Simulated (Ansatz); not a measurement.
Functionals compared on the (320) surface of beta tin in its 1x1 cell, outermost plane spacing 0.82 Å in the ideal cut, in Ansatz (plane waves, PAW). The structure was relaxed with PBE; the other rows are single points on it, each with its references at the same level. Cutoff 420 eV (500 eV for r2SCAN).

Model: 26-atom slab, 9.9 Å thick at the start (thin: gaps and levels are the slab's own), 12x2x1 mesh, Fermi-Dirac 0.1 eV, dipole correction, all atoms relaxed; symmetry of the start imposed; no spin, no spin-orbit, no U. These notes are the PBE run's.

| functional | surface energy (J/m²) | work function of the top face (eV) | rough cost of the single point |
|---|---|---|---|
| PBE | 0.41 | 4.17 | – |
| LDA | 0.61 | 4.43 | about 6 core-minutes (a rough figure) |
| PBEsol | [?] | [?] | around 5 core-minutes (rough) |
| RPBE | 0.30 | 4.06 | very roughly 7 core-minutes |
| r2SCAN | 0.48 | 4.31 | very roughly 11 core-minutes |

Q: Fill in the missing entries.

A: 
- PBEsol, surface energy (J/m²): 0.55
- PBEsol, work function of the top face (eV): 4.24

Ansatz is a program for electronic structure.
